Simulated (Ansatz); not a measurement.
Base system: SiGe in the wurtzite structure (space group P6_3mc, No. 186; a = 3.900 Å, c = 6.443 Å; a model cell, its experimental status unchecked).

Perturbation: cell and atoms relaxed at a pressure of 2.1 GPa.

Levels (all Ansatz, a quantum-chemistry and plane-wave program, PAW, earlier PAW set): PBEsol (420 eV, spin-orbit coupling left out); r2SCAN (500 eV, no SOC); HSE06 (420 eV, spin-orbit coupling left out); PBEsol+SOC (420 eV, spin-orbit coupling included).

At the geometry relaxed with PBEsol, these levels gave the following band gaps, in shuffled order: (a) 0.24 eV, (b) 0.31 eV, (c) 0.93 eV, (d) 0.62 eV.

Problem. Match each gap to its level.

Solution. (a) PBEsol+SOC; (b) PBEsol; (c) HSE06; (d) r2SCAN.

Single points use the geometry relaxed with PBEsol. HSE06 gaps are upper bounds (no full band path). The spin-orbit shifts are approximate. Load acts through the strain it causes; cell and atoms are relaxed under it. Stability against distortions was not tested. The zero or small gap of SiGe under pressure 2.1 GPa can change with the level of theory.
